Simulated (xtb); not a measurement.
xtb 6.7.1, GFN2-xTB: Fc1csc(-c2ccc(-c3scc4c3OCCO4)[se]2)c1, 29 atoms. The geometry is a generated start, not checked to be a minimum at this level.

```json
{
 "method": "GFN2-xTB",
 "--acc": "1 (default)",
 "--etemp (K)": "300 (default)",
 "detailed input (--input)": "none: ANC optimiser, Lindh (1995) Hessian, microcycle=20, maxdispl=1.0, hlow=0.01 (default)",
 "basis_functions": "107",
 "valence_electrons": "102"
}
```

```xyz
29

F      7.2741    -1.6268    -0.5030
C      6.3216    -0.6345    -0.4962
C      6.6579     0.6824    -0.6651
S      5.1891     1.5364    -0.5871
C      4.2212     0.2746    -0.3536
C      2.6210    -0.0629    -0.1422
C      1.7835     0.9987    -0.1551
C      0.4726     0.8427     0.0062
C     -0.0311    -0.4016     0.1863
C     -1.5245    -0.9463     0.4066
S     -1.7919    -2.7188     0.6132
C     -3.4131    -2.4567     0.7673
C     -3.7393    -1.1458     0.6728
C     -2.7095    -0.2956     0.4734
O     -2.9512     1.0761     0.3630
C     -4.1854     1.5778    -0.1075
C     -5.3366     0.6650     0.1294
O     -5.0197    -0.5604     0.7566
Se     1.5516    -1.5241     0.1225
C      4.9904    -0.8564    -0.3262
H      7.6637     1.0739    -0.8159
H      2.2165     2.0295    -0.3060
H     -0.2415     1.7133    -0.0014
H     -4.0994    -3.3060     0.9288
H     -4.1695     1.9020    -1.1622
H     -4.3616     2.5097     0.5038
H     -5.7958     0.3910    -0.8583
H     -6.1716     1.1311     0.7294
H      4.5785    -1.8684    -0.1794
```

The structure is relaxed from this start with --opt LEVEL for the levels crude, sloppy, loose, lax, normal, tight, vtight, extreme, once each. Up to the end of the extreme run atoms move by at most 0.82 Å along an axis.

**Question.** Which level is enough to come within 20 meV of the tightest end point?

**Answer.** sloppy: 23 cycles against 68, ending 14 meV above.

| level | cycles | energy above the extreme run (meV) | gradient norm (eV/Å) |
|---|---|---|---|
| crude | 7 | 310 | 0.41 |
| sloppy | 23 | 14 | 0.099 |
| loose | 25 | 11 | 0.15 |
| lax | 39 | 1.5 | 0.048 |
| normal | 44 | 0.92 | 0.017 |
| tight | 49 | 0.43 | 0.023 |
| vtight | 68 | under 0.01 | 0.0028 |
| extreme | 68 | — | 0.0028 |
